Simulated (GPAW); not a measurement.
A self-consistent single point of LuNi₄Sn (F-43m, 6 atoms in the cell) with GPAW.

Method of the run: LDA (Perdew-Wang 92), GPAW PAW datasets LDA (gpaw-data 1.0.1) (plane waves; GPAW).

The change in words: lattice scaled by 0.98. Reference geometry:
```
CELL_PARAMETERS angstrom
      0.00000     3.48219     3.48219
      3.48219     0.00000     3.48219
      3.48219     3.48219     0.00000
ATOMIC_POSITIONS crystal
  Lu 0.00000 0.00000 0.00000
  Ni 0.62479 0.62479 0.62479
  Ni 0.12563 0.62479 0.62479
  Ni 0.62479 0.62479 0.12563
  Ni 0.62479 0.12563 0.62479
  Sn 0.25000 0.25000 0.25000
```

Reference input (self-consistent single point, DFT LDA (Perdew-Wang 92), plane waves, GPAW PAW datasets LDA (gpaw-data 1.0.1)): mode = pw; ecut = 850 eV; xc = LDA; kpts = 6 6 6; mesh shift (steps) = 0 0 0; occupations.name = methfessel-paxton; occupations.width = 0.136 eV; occupations.order = 0; nbands = -12; convergence.forces = 0.001 eV/Å; symmetry.symmorphic = false; symmetry.tolerance = 0.0005. This run's input differs from it in these lines:

```diff
@@ -5,5 +5,5 @@
 atoms = Atoms(['Lu', 'Ni', 'Ni', 'Ni', 'Ni', 'Sn'],
-              cell=[[0.000000, 3.482187, 3.482187],
-                    [3.482187, 0.000000, 3.482187],
-                    [3.482187, 3.482187, 0.000000]],
+              cell=[[0.000000, 3.412543, 3.412543],
+                    [3.412543, 0.000000, 3.412543],
+                    [3.412543, 3.412543, 0.000000]],
               scaled_positions=[[0.000000, 0.000000, 0.000000],
```

Output (repeated stretches shortened):

```
     iter     time        total  log10-change:
                         energy   eigst   dens  force
iter:   1 --:--:--   -48.917038
iter:   2 --:--:--   -47.298228   -0.42  -1.57
iter:   3 --:--:--   -46.144434   -0.91  -1.66
iter:   4 --:--:--   -45.928854   -1.82  -1.77
iter:   5 --:--:--   -45.824602   -1.82  -1.97
iter:   6 --:--:--   -45.832310   -3.24  -2.24
iter:   7 --:--:--   -45.897791   -2.39  -2.31
iter:   8 --:--:--   -45.879418   -3.46  -3.05
iter:   9 --:--:--   -45.875322c  -3.91  -2.99
iter:  10 --:--:--   -45.872190c  -3.43  -3.14
iter:  11 --:--:--   -45.872202c  -4.79  -3.46
iter:  12 --:--:--   -45.871057c  -4.04  -3.56
iter:  13 --:--:--   -45.871068c  -5.13  -3.70
iter:  14 --:--:--   -45.871026c  -5.08  -3.73
iter:  15 --:--:--   -45.870991c  -5.98  -4.17c
iter:  16 --:--:--   -45.870983c  -7.09  -4.42c
iter:  17 --:--:--   -45.870980c  -7.57c -4.44c
iter:  18 --:--:--   -45.870980c  -7.98c -4.47c -3.42c
Converged after 18 iterations.

Dipole moment: (-9.250575, -9.250575, -9.250575) |e|*Ang

Energy contributions relative to reference atoms: (reference = -729115.129365)

Kinetic:        +26.252015
Potential:      -12.774283
External:        +0.000000
XC:             -59.412280
Entropy (-ST):   -0.046185
Local:           +0.086660
SIC:             +0.000000
--------------------------
Free energy:    -45.894073
Extrapolated:   -45.870980

Showing only first 2 kpts
 Kpt  Band  Eigenvalues  Occupancy
  0    49      9.87092    2.00000
  0    50     10.47875    0.29867
  0    51     10.47875    0.29867
  0    52     10.47875    0.29867

  1    49      9.70088    2.00000
  1    50     10.01339    1.99986
  1    51     10.64353    0.00591
  1    52     10.64353    0.00591

Fermi level: 10.37880

No gap
   [... lines left out ...]
  0 Lu    0.00000    0.00000   -0.00000
  1 Ni   -0.00701   -0.00701   -0.00701
  2 Ni   -0.00701    0.00701    0.00701
  3 Ni    0.00701    0.00701   -0.00701
  4 Ni    0.00701   -0.00701    0.00701
  5 Sn    0.00000    0.00000   -0.00000

Stress tensor:
    -0.002038     0.000000     0.000000
     0.000000    -0.002038    -0.000000
     0.000000    -0.000000    -0.002038
Stress (GPa, Voigt): [-0.3265 -0.3265 -0.3265 -0.      0.      0.    ]
```

The run converged in 18 iterations. GPAW prints stress with tension positive. Against the reference run the free energy goes down by 24.0 meV/atom, the pressure goes from -9.12 to 0.33 GPa and the largest force goes from 0.001 to 0.012 eV/Å.

The starting cell comes from a database of computed structures (which also holds hypothetical and non-ambient phases and stackings), without a prior relaxation at this level. Its lattice was rescaled by a random factor within 2.5 % of one. For this run, on top of that: lattice scaled by 0.98. Spin polarisation is off.

Cost on one core of a shared machine: roughly 2 min.
